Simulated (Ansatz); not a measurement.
# A computed series for HfS2: pressure series

Consider HfS2 in the CdI2 type structure (space group P-3m1, No. 164; a = 3.606 Å, c = 5.768 Å; layered, stacked along the Cartesian z axis).

Cell and atoms are relaxed at each pressure.

Computed with Ansatz (an electronic-structure program) PBE-D3(BJ), spin-orbit coupling left out.

Computed cases, in order: pressure −1 GPa; 0 GPa (base); pressure 0.3 GPa; pressure 0.7 GPa; pressure 1.5 GPa; pressure 3 GPa; pressure 5 GPa; pressure 7.5 GPa; pressure 10 GPa.

Between which two neighbouring cases does the band gap open or close?

Between pressure 7.5 GPa (0.12 eV) and pressure 10 GPa (zero). The whole series: pressure −1 GPa: 1.03 eV; 0 GPa (base): 0.85 eV; pressure 0.3 GPa: 0.80 eV; pressure 0.7 GPa: 0.74 eV; pressure 1.5 GPa: 0.64 eV; pressure 3 GPa: 0.49 eV; pressure 5 GPa: 0.31 eV; pressure 7.5 GPa: 0.12 eV; pressure 10 GPa: zero.

A case with no gap was solved on a k-mesh chosen for an insulator, which is coarse for it. Spin-orbit coupling, missing from the scalar runs, can matter with Hf. Load acts through the strain it causes; cell and atoms are relaxed under it. Stability against distortions was not tested. No other phases were tried under pressure. All final runs are without spin polarisation. The zero or small gap of HfS2 under pressure 7.5 GPa and HfS2 under pressure 10 GPa can change with the level of theory.
